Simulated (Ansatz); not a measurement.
# What each level gives and costs: ZnS (P6_3mc, 4 atoms in the cell)

```xyz
4
Lattice="3.8058 0.0000 0.0000 -1.9029 3.2959 0.0000 0.0000 0.0000 6.2380" Properties=species:S:1:pos:R:3 pbc="T T T"
Zn     0.0000     2.1973     0.0009
Zn     1.9029     1.0986     3.1199
S      0.0000     2.1973     2.3384
S      1.9029     1.0986     5.4574
```

Program: Ansatz (a quantum-chemistry and plane-wave program), default PAW files made with PBE; each row names its functional.

Base settings: basis.ecutwfc = 420 eV; kpoints.mp_grid.grid = 6 6 3; hamiltonian.xc = hse06; hamiltonian.pseudopotentials = {kind: paw} (the program's default PAW files); scf.occupations.method = fixed.

Differences are taken from HSE06, a reference of convenience: it is no measurement, and no ranking of the functionals follows.

Core times come from one kind of shared machine and are given to one figure; runs under 30 s give none.

The starting cell comes from a database of computed structures (which also holds hypothetical and non-ambient phases and stackings), without a prior relaxation at this level. Ansatz's pressure includes its estimate of the finite-basis (Pulay) stress.

| level | gap on the mesh less reference (eV) | pressure less reference (GPa) | core time / reference (rough) |
|---|---|---|---|
| PBEsol | -1.370 | -2.96 | – |
| PBE0 | 0.668 | -0.23 | 1 |
| HSE06 | 0.000 | 0.00 | 1 |

Keys are those of Ansatz 0.2.
